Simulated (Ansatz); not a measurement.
The structure below was relaxed with Kohn–Sham DFT with the PBEsol functional, run in Ansatz (a first-principles code) with PAW and 420 eV plane waves, no spin-orbit coupling, at pressure 0.7 GPa.

```yaml
crystal:
  lattice:
    - [-3.22716, 3.22716, 2.81865]
    - [3.22716, -3.22716, 2.81865]
    - [3.22716, 3.22716, -2.81865]
  atoms:
    - { symbol: Zr, position: [0.66890, 0.16890, 0.83780] }
    - { symbol: Zr, position: [0.33110, 0.83110, 0.16220] }
    - { symbol: Zr, position: [0.16890, 0.33110, 0.50000] }
    - { symbol: Zr, position: [0.83110, 0.66890, 0.50000] }
    - { symbol: Ir, position: [0.75000, 0.75000, 0.00000] }
    - { symbol: Ir, position: [0.25000, 0.25000, 0.00000] }
```

Q: Find the space group and the Wyckoff positions.

A: Space group I4/mcm (No. 140); a = 6.454 Å, b = 6.454 Å, c = 5.637 Å, α = 90.00°, β = 90.00°, γ = 90.00°

```json
[
 {"atom": "Zr", "site": "8h", "symmetry": "m.2m", "x": "0.3311", "y": "0.1689", "z": "0.0000"},
 {"atom": "Ir", "site": "4a", "symmetry": "422", "x": "0.0000", "y": "0.0000", "z": "0.2500"}
]
```

Q: Describe the coordination.

A: The crystal has 12 atoms in its conventional cell. Lattice parameters: a = 6.4543 Å, b = 6.4543 Å, c = 5.6373 Å, α = 90.00°, β = 90.00°, γ = 90.00°. Zr is surrounded by 4 Ir at 2.782 Å and 3 Zr at 3.083–3.184 Å and 4 Zr at 3.393 Å and 4 Zr at 3.563 Å. Ir has 8 Zr at 2.782 Å and 2 Ir at 2.819 Å. (Neighbours: up to the widest gap in distance over summed covalent radii, below 1.35, at either atom.)

Load acts through the strain it causes; cell and atoms are relaxed under it. No phonon test of stability was made. The final runs are not spin-polarised. The cell was made from Zr2Ir (space group I4/mcm, No. 140; a cell from a computed database, its experimental status unchecked) by this change: pressure 0.7 GPa.
